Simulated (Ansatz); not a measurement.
The reference is Au in the fcc (Cu type) structure (space group Fm-3m, No. 225).

Au has the cubic space group Fm-3m (No. 225), the fcc (Cu type) structure, Pearson symbol cF4. Lattice parameters: a = 4.083 Å, b = 4.083 Å, c = 4.083 Å, α = 90.00°, β = 90.00°, γ = 90.00°. Au on 4a sees 12 Au at 2.887 Å (cuboctahedral). (Neighbours: up to the widest gap in distance over summed covalent radii, below 1.35, at either atom.)
(The calculation used a cell of 1 atom; values per cell refer to that cell.)

The values are results of PBEsol/PAW in Ansatz (a first-principles code), no spin-orbit coupling, earlier PAW set, not measurements.

Before the change:

```
Quantity               Value
-------------------  -------
Lattice parameter a  4.083 Å
```

Now apply this change: a hydrostatic pressure of 0.3 GPa.

Question: What happens to the lattice parameter a?

Answer: The lattice parameter a drops by 0.002 Å, from 4.083 Å to 4.081 Å.

Load acts through the strain it causes; cell and atoms are relaxed under it. Stability against distortions was not tested.
